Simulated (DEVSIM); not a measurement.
Structure: abrupt Si p-n junction, at 300 K.

Layer 1 from the left is Si, thickness (μm) 18.0, Na (cm⁻³) 1.3e15, τn (s) 1e-7, τp (s) 1e-7. Layer 2 from the left is Si, thickness (μm) 33.0, Nd (cm⁻³) 2.2e17, τn (s) 1e-7, τp (s) 1e-7.

Left contact: ohmic. Right contact: ohmic. Voltage is applied to the left contact. Recombination: SRH at mid-gap. Mobility is μmin + (μ − μmin)/(1 + (N/Nref)^α).

Constants are typed, rounded textbook-type inputs, not results; the design itself was drawn at random and stands for no fabricated device. Values at 300 K.

Si: gap (eV) 1.124, affinity (eV) 4.05, permittivity 11.7, Nc (cm⁻³) 2.86e19, Nv (cm⁻³) 3.1e19, μn (cm²/Vs) 1417, μp (cm²/Vs) 470, μn,min 52, μp,min 45, Nref,n 9.7e16, Nref,p 2.2e17, αn 0.68, αp 0.72.

Simulated with DEVSIM: 1D drift-diffusion, Boltzmann statistics, complete ionisation; no tunnelling, impact ionisation, image-force lowering or self-heating.

Dark forward current:

| |V| (V) | |J| (A/cm²) |
|---|---|
| 0.05 | 1.313e-7 |
| 0.10 | 4.806e-7 |
| 0.15 | 1.513e-6 |
| 0.20 | 4.869e-6 |
| 0.25 | 1.745e-5 |
| 0.30 | 7.418e-5 |
| 0.35 | 0.0003789 |
| 0.40 | 0.002225 |
| 0.45 | 0.01414 |
| 0.50 | 0.09197 |
| 0.55 | 0.5575 |
| 0.60 | 2.662 |
| 0.65 | 9.427 |
| 0.70 | 26.31 |
| 0.75 | 60.77 |
| 0.80 | 119.4 |
| 0.85 | 204.3 |
| 0.90 | 312.4 |
| 0.95 | 439.4 |
| 1.00 | 581.5 |
| 1.05 | 736.2 |
| 1.10 | 901.9 |
| 1.15 | 1078 |
| 1.20 | 1263 |
| 1.25 | 1457 |
| 1.30 | 1658 |

### Question
Work out the local ideality factor n = ΔV / (kT/q · ln(J2/J1)) between the rows 0.15 and 0.20 V, 0.45 and 0.50 V, 1.25 and 1.30 V.

### Answer
kT/q = 25.85 mV. From 0.15 to 0.20 V: ln(4.869e-6/1.513e-6) = 1.169, n = 1.65. From 0.45 to 0.50 V: ln(0.09197/0.01414) = 1.872, n = 1.03, near the 1 of diffusion or emission over a barrier. From 1.25 to 1.30 V: ln(1658/1457) = 0.129, n = 14.97.

### Question
Estimate the current at 0.45 V from the Shockley equation with J0 = Σ q ni² D/(N L) coth(W/L), τ joining the SRH, radiative and Auger lifetimes that are on, and W taken as the whole layer.

### Answer
ni² = 1.16e20 cm⁻⁶; electrons in the p layer: μ = 1350 cm²/Vs, D = 34.8 cm²/s, τ = 1.00e-7 s, L = 18.7 μm, W/L = 0.96, term 3.57e-10 A/cm²; holes in the n layer: μ = 258 cm²/Vs, D = 6.66 cm²/s, τ = 1.00e-7 s, L = 8.16 μm, W/L = 4.0, term 6.89e-13 A/cm². J0 = 3.58e-10 A/cm², and J = J0 exp(qV/kT) = 0.0130 A/cm². The simulation gives 0.0141 A/cm²; the estimate lies 8.1 % below. The estimate leaves out recombination in the depletion region and that region's share of W.
